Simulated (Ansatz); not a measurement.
The parent structure is GaCuSe2 in the chalcopyrite structure (space group I-42d, No. 122).

```
CELL_PARAMETERS angstrom
     -2.78502     2.78502     5.53739
      2.78502    -2.78502     5.53739
      2.78502     2.78502    -5.53739
ATOMIC_POSITIONS crystal
  Ga 0.50000 0.50000 0.00000
  Ga 0.25000 0.75000 0.50000
  Cu 0.00000 0.00000 0.00000
  Cu 0.75000 0.25000 0.50000
  Se 0.87500 0.88320 0.50820
  Se 0.11680 0.62500 0.99180
  Se 0.37500 0.36680 0.49180
  Se 0.63320 0.12500 0.00820
```

Cartesian axes are those of the cell as printed.

Method: plane-wave PAW DFT at the PBEsol level (Ansatz, a program for electronic structure, 420 eV), spin-orbit coupling left out.

For the base:

```
Item                            Result
-----------------------------  -------
Band gap                       0.12 eV
Shortest interatomic distance  2.381 Å
```

It is then changed as follows: tensile biaxial strain of 2.25 % in the plane normal to [001], as in epitaxy on a mismatched substrate; the out-of-plane cell vector and the atoms relax.

Problem. What happens to the band gap, energy relative to the base and shortest interatomic distance?

Solution. The band gap becomes zero (base: 0.12 eV); the energy rises by 5.5 meV/atom; the shortest interatomic distance goes up by 0.019 Å to 2.400 Å.

No phonon test of stability was made. The final runs are not spin-polarised. Gaps under 0.05 eV, about the width of the smearing, are given as zero. A zero or small gap of GaCuSe2 can be the functional's error rather than a property of the material.
